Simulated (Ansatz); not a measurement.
Input and output of a self-consistent single point for CaGe₂Ru₂ (I4mm, 5 atoms in the cell) (Ansatz, a program for electronic structure).

Method of the run: PBEsol, default PAW files made with PBE (plane waves; Ansatz).

The change in words: lattice scaled by 0.98; kpoints.mp_grid.grid: 8 8 8 → 14 14 14. Reference geometry:
```
Ca(GeRu)2
1.0
   -2.13697     2.13697     4.99934
    2.13697    -2.13697     4.99934
    2.13697     2.13697    -4.99934
Ca Ge Ru
1 2 2
Direct
  0.00500   0.00500   0.00000
  0.36627   0.36627   0.00000
  0.63373   0.63373   0.00000
  0.75000   0.25000   0.50000
  0.25000   0.75000   0.50000
```

Reference input (self-consistent single point, DFT, PBEsol, plane waves, default PAW files made with PBE): basis.ecutwfc = 420 eV; kpoints.mp_grid.grid = 8 8 8; hamiltonian.xc = pbesol; hamiltonian.pseudopotentials = {kind: paw} (the program's default PAW files); scf.occupations.method = gaussian; scf.occupations.width = 0.1 eV. This run's input differs from it in these lines:

Ansatz 0.2 input:
```diff
@@ -3,5 +3,5 @@
   lattice:
-    - [-2.13696700, 2.13696700, 4.99934300]
-    - [2.13696700, -2.13696700, 4.99934300]
-    - [2.13696700, 2.13696700, -4.99934300]
+    - [-2.09422800, 2.09422800, 4.89935600]
+    - [2.09422800, -2.09422800, 4.89935600]
+    - [2.09422800, 2.09422800, -4.89935600]
   atoms:
@@ -15,3 +15,3 @@
 kpoints:
-  mp_grid: { grid: [8, 8, 8] }
+  mp_grid: { grid: [14, 14, 14] }
 hamiltonian:
```

Output (repeated stretches shortened):

```
SCF iter   1: F=—  HF=-21936.231482 eV  |F-HF|=—  |Δ(HF+E_count)|=         —  Δρ=6.38e-3  dr2=3.36e-2  ethr=1.77e-3  ⟨swp⟩=6.7  Hψ=40443  notcnv=0
all-band conjugate gradients solve this SCF's bands
preconditioner: auto → Kerker (q_TF=auto, 2.637 Å⁻¹)
SCF iter   2: F=—  HF=-21936.224033 eV  |F-HF|=—  |Δ(HF+E_count)|=   7.45e-3  Δρ=3.68e-3  dr2=1.40e-2  ethr=4.79e-5  ⟨swp⟩=2.3  Hψ=18687  notcnv=0
   [... lines left out ...]
SCF iter   5: F=—  HF=-21936.221114 eV  |F-HF|=—  |Δ(HF+E_count)|=   1.32e-5  Δρ=2.35e-4  dr2=6.36e-5  ethr=3.35e-7  ⟨swp⟩=2.0  Hψ=16862  notcnv=0
SCF iter   6: F=—  HF=-21936.221097 eV  |F-HF|=—  |Δ(HF+E_count)|=   1.73e-5  Δρ=7.75e-5  dr2=7.53e-6  ethr=9.09e-8  ⟨swp⟩=2.0  Hψ=15805  notcnv=0
SCF iter   7: F=—  HF=-21936.221095 eV  |F-HF|=—  |Δ(HF+E_count)|=   1.51e-6  Δρ=1.21e-5  dr2=2.11e-7  ethr=1.08e-8  ⟨swp⟩=2.0  Hψ=12764  notcnv=0
SCF iter   8: F=-21936.221095 eV  HF=-21936.221095 eV  |F-HF|=8.20e-9  |Δ(HF+E_count)|=   4.26e-8  Δρ=3.70e-6  dr2=1.53e-8  ethr=1.43e-10  ⟨swp⟩=8.1  Hψ=39329  notcnv=0
SCF 1 converged in 8 iterations: F = -21936.221095 eV  dr2 = 1.53e-8
Free energy (F): -21936.221095 eV
Internal energy: -21936.210412 eV  (E = F + TS)
E sigma→0 (E₀):  -21936.215753 eV
Entropy (-TS):   -0.010683 eV (-2.137 meV/atom)
Fermi energy:    14.392581 eV
--- Forces (eV/Å), atoms counted from 1 ---
  atom   1  Ca     0.00000000    -0.00000000    -0.17884607
  atom   2  Ge    -0.00000000     0.00000000     0.60264360
  atom   3  Ge     0.00000000    -0.00000000    -0.55111925
  atom   4  Ru     0.00000000     0.00000000     0.06365531
  atom   5  Ru    -0.00000000     0.00000000     0.06365531
--- Stress (GPa, compression-positive) ---
        6.076199       0.000000      -0.000000
        0.000000       6.076199       0.000000
       -0.000000       0.000000       4.459429
  P = ⅓ Tr σ = 5.5373 GPa (55.373 kbar)
  The stress holds the Pulay correction. Without it, at fixed plane waves, as pw.x and ABINIT print it: P = 5.5024 GPa
```

The run converged in 8 iterations. Against the reference run the free energy goes up by 5.3 meV/atom, the pressure goes from -3.38 to 5.54 GPa and the largest force goes from 0.135 to 0.603 eV/Å.

The starting cell comes from a database of computed structures (which also holds hypothetical and non-ambient phases and stackings), without a prior relaxation at this level. Its lattice was rescaled by up to half a per cent. One atom was moved a little off its site on purpose. For this run, on top of that: lattice scaled by 0.98. Spin polarisation is off. With a pressure of about 6 GPa the cell is away from its equilibrium volume at this level. Ansatz's pressure includes its estimate of the finite-basis (Pulay) stress.

Cost on one core of a shared machine: roughly 2 min.
